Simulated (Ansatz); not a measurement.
Abridged Ansatz (a quantum-chemistry and plane-wave program) output:

```
Relaxation: its limit of steps is 50 (relax.max_steps)
Pseudopotential: Sn, paw, valence charge 14
Pseudopotential: Se, paw, valence charge 16
Crystal: 3 atoms, lattice volume = 77.862 Å³
Basis set: ecut = 420 eV, 1531 PW (Γ), exchange–correlation on 54×54×80 points (8 copies of the dense FFT grid, shifted against one another)
Bands: 28, of which v1, the nominal top of the filled ones, is band 23 counted from 1 (22 counted from 0)
Symmetry: 12 space group operations
k-points: 72 of 600
Functional: x = pbe(κ = 0.804, μ = 0.2195149727645171), c = pbe(β = 0.06672455060314922)
SCF iter   1: F=—  HF=-16964.418032 eV  |F-HF|=—  |Δ(HF+E_count)|=         —  Δρ=1.76e-3  dr2=3.32e-3  ethr=1.77e-3  ⟨swp⟩=6.5  Hψ=8946  notcnv=0
SCF iter   2: F=—  HF=-16964.416790 eV  |F-HF|=—  |Δ(HF+E_count)|=   1.24e-3  Δρ=7.68e-4  dr2=3.34e-4  ethr=7.21e-6  ⟨swp⟩=2.6  Hψ=4172  notcnv=0  defer=3
SCF 1 converged in 6 iterations: F = -16964.416932 eV  dr2 = 4.41e-8
relax step   1: F+E_penalty+E_count = -16964.41693219 eV  Δ(F+E_penalty+E_count) = +0.000e0 eV  max|allowed force component| = 3.048e-2 eV/Å  Δτ_max = 0.0000 Å  P = -0.953 GPa  Ω = 77.862 Å³  fix = [a, b, gamma]  reactions: a -1.237, b -1.237 GPa  (6 SCF iters, dr2 threshold 1.00e-7 eV, accepted)
[... steps on the carried basis left out ...]
relax step   3: F+E_penalty+E_count = -16964.41751299 eV  Δ(F+E_penalty+E_count) = -4.124e-4 eV  max|allowed force component| = 1.787e-3 eV/Å  Δτ_max = 0.0087 Å  P = -0.699 GPa  Ω = 77.326 Å³  energy of the carried Pulay correction = +1.100e-4 eV  fix = [a, b, gamma]  reactions: a -1.048, b -1.048 GPa  (5 SCF iters, dr2 threshold 1.98e-7 eV, accepted)
Crystal: 3 atoms, lattice volume = 77.326 Å³
SCF iter   1: F=—  HF=-16964.417390 eV  |F-HF|=—  |Δ(HF+E_count)|=         —  Δρ=1.01e-5  dr2=4.11e-8  ethr=1.18e-7  ⟨swp⟩=3.2  Hψ=14373  notcnv=0
SCF iter   2: F=—  HF=-16964.417405 eV  |F-HF|=—  |Δ(HF+E_count)|=   1.51e-5  Δρ=5.66e-6  dr2=1.70e-8  ethr=8.95e-11  ⟨swp⟩=2.3  Hψ=3496  notcnv=0
SCF 4 converged in 7 iterations: F = -16964.417405 eV  dr2 = 2.62e-13
SCF converged after 7 iterations
Free energy (F): -16964.417405 eV
Internal energy: -16964.416740 eV  (E = F + TS)
E sigma→0 (E₀):  -16964.417072 eV
Entropy (-TS):   -0.000665 eV (-0.222 meV/atom)
Fermi energy:    8.526945 eV
  E_disp       = -1.083756  (pairwise vdW)
--- Forces (eV/Å), atoms counted from 1 ---
  atom   1  Sn     0.00000000     0.00000000     0.00000000
  atom   2  Se    -0.00000000     0.00000000     0.00189269
  atom   3  Se     0.00000000    -0.00000000    -0.00189269
--- Stress (GPa, compression-positive) ---
       -1.047291       0.000000       0.000000
        0.000000      -1.047291      -0.000000
        0.000000      -0.000000      -0.001497
  P = ⅓ Tr σ = -0.6987 GPa (-6.987 kbar)
--- Relaxed structure (3 steps of the walk, 3 accepted, 1 SCFs on fresh bases) ---
  cell:  # Å, volume = 77.3264 Å³
    - [3.878578946792903, -1.1950772866774556e-96, -2.960938761579913e-18]
    - [1.9392894733964514, 3.358947898506146, -1.4804693807899527e-18]
    - [-4.5625259580185804e-18, 6.738877561063802e-33, 5.935426917991198]
  atoms:
    - { symbol: Sn, position: [-4.0583278722224035e-35, -1.5927027041577302e-36, 2.3182538441796384e-69] }
    - { symbol: Se, position: [0.33333333333333337, 0.3333333333333333, 0.2663217329973525] }
    - { symbol: Se, position: [0.6666666666666667, 0.6666666666666666, 0.7336782670026476] }
```

Question: What was computed, and what are the main results?

Answer: SnSe2, 3 atoms in the cell, with DFT with PBE-D3(BJ), PAW potentials and a 420 eV plane-wave cutoff in Ansatz, without spin-orbit coupling. The last SCF converged to F = -16964.417405 eV, or -5654.8058 eV per atom, at a pressure of -0.70 GPa. The total energy compares only with runs of the same code, potentials and settings.

The cells carry an imposed strain or load. Stability against distortions was not tested. The cell was made from SnSe₂ in the CdI2 type structure (space group P-3m1, No. 164; layered, stacked along the Cartesian z axis) by this change: biaxial strain +1.00 %, plane normal [001], relaxed out of plane.

Keys are those of Ansatz 0.2.
